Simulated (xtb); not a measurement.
xtb 6.7.1, GFN2-xTB: N[SiH2]C#C[Si](O)(O)O, 15 atoms. The geometry is a generated start, not checked to be a minimum at this level.

```yaml
method: GFN2-xTB
"--acc": 1 (default)
"--etemp (K)": 300 (default)
detailed input (--input): "none: ANC optimiser, Lindh (1995) Hessian, microcycle=20, maxdispl=1.0, hlow=0.01 (default)"
basis_functions: 51
valence_electrons: 46
```

```xyz
15

Si    -2.2174     0.1327    -0.4821
O     -3.1236     0.0493     0.8678
O     -2.7410     1.3887    -1.3721
O     -2.4220    -1.2199    -1.3610
C     -0.4214     0.3255    -0.0365
C      0.7485     0.4238     0.2564
Si     2.5573     0.5014     0.6822
N      3.3615    -1.0230     0.5735
H     -3.1055    -0.7487     1.3858
H     -2.8903     2.2263    -0.9457
H     -2.3213    -1.1624    -2.3065
H      2.6950     0.9194     2.0789
H      3.2234     1.3755    -0.2864
H      3.4692    -1.4623    -0.3275
H      3.1877    -1.7262     1.2732
```

The structure is relaxed from this start with --opt LEVEL for the levels crude, sloppy, loose, lax, normal, tight, vtight, extreme, once each. Up to the end of the extreme run atoms move by at most 0.076 Å along an axis.

Problem. Which level is enough to come within 1 meV of the tightest end point?

Solution. normal: 8 cycles against 19, ending 0.11 meV above.

```csv
level,cycles,energy above the extreme run (meV),gradient norm (eV/Å)
crude,1,3.6,0.16
sloppy,1,3.6,0.16
loose,1,3.6,0.16
lax,4,1.6,0.11
normal,8,0.11,0.025
tight,11,0.030,0.014
vtight,14,under 0.01,0.0060
extreme,19,—,0.0015
```
